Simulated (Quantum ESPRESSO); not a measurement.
**Quick settings and what they miss: CuNi₃N (Pm-3m, 5 atoms in the cell)**

Self-consistent single point.

```yaml
crystal:
  lattice:
    - [3.77099, 0.00000, 0.00000]
    - [0.00000, 3.77099, 0.00000]
    - [0.00000, 0.00000, 3.77099]
  atoms:
    - { symbol: Cu, position: [0.00000, 0.00000, 0.00000] }
    - { symbol: Ni, position: [0.00000, 0.50000, 0.50000], spin: 2.0 }
    - { symbol: Ni, position: [0.50000, 0.00000, 0.50000], spin: 2.0 }
    - { symbol: Ni, position: [0.50000, 0.50000, 0.00000], spin: 2.0 }
    - { symbol: N, position: [0.50000, 0.50000, 0.50000] }
```
(The spins are starting values, not results.)

Computed with LDA (PZ), PSlibrary PAW (LDA) pseudopotentials (plane waves; Quantum ESPRESSO 7.5).

Base settings: ecutwfc = 55 Ry; ecutrho = 385 Ry; occupations = smearing; smearing = mp; degauss = 0.0073499 Ry; nspin = 2; K_POINTS = automatic 10 10 10 0 0 0; conv_thr = 1e-10 Ry; mixing_beta = 0.3.

Tight run (finer mesh or higher cutoff; not a proven limit): ecutwfc: 55 Ry → 77 Ry; ecutrho: 385 Ry → 539 Ry; conv_thr: 1e-10 Ry → 7.3e-11 Ry; K_POINTS: automatic 10 10 10 0 0 0 → automatic 14 14 14 0 0 0. It gave Fermi level (on the code's own zero) 11.79 eV; pressure -19.41 GPa; size of the cell's spin moment 0.00 μB.

Quick runs, as changes from the base:
- A: the base itself
- B: ecutwfc: 55 Ry → 33 Ry; ecutrho: 385 Ry → 231 Ry; smearing: mp → gauss; degauss: 0.0073499 Ry → 0.036749 Ry; K_POINTS: automatic 10 10 10 0 0 0 → automatic 3 3 3 0 0 0
- C: ecutwfc: 55 Ry → 33 Ry; ecutrho: 385 Ry → 231 Ry; degauss: 0.0073499 Ry → 0.0147 Ry; K_POINTS: automatic 10 10 10 0 0 0 → automatic 6 6 6 0 0 0

Energies are extrapolated to zero smearing width, which holds to low order in the width alone (under cold and Methfessel-Paxton smearing the free energy itself is taken).

Dashes: time of B, under 30 s.

The count of work is k-points × plane waves × bands × iterations; it is no time. Core times come from one kind of shared machine and are given to one figure; runs under 30 s give none.

The starting cell comes from a database of computed structures (which also holds hypothetical and non-ambient phases and stackings), without a prior relaxation at this level. Its lattice was rescaled by a random factor within 2.5 % of one. The starting moments vanished: the run ended non-magnetic, which need not be the lowest state. In the base run, with a pressure of about -20 GPa the cell is away from its equilibrium volume at this level.

| run | energy less tight (meV/atom) | pressure less tight (GPa) | count of work / tight | core time / tight (rough) |
|---|---|---|---|---|
| A | 5.9 | -0.18 | 0.22 | 0.2 |
| B | 82.9 | -3.34 | 0.0070 | – |
| C | 97.3 | -4.84 | 0.036 | 0.06 |

Among the runs at the tight run's level, the energy misses run from 5.9 to 97.3 meV/atom.

Left out of this page: 3 runs of the series outside the window shown, repeating another row's setting, or not comparable.
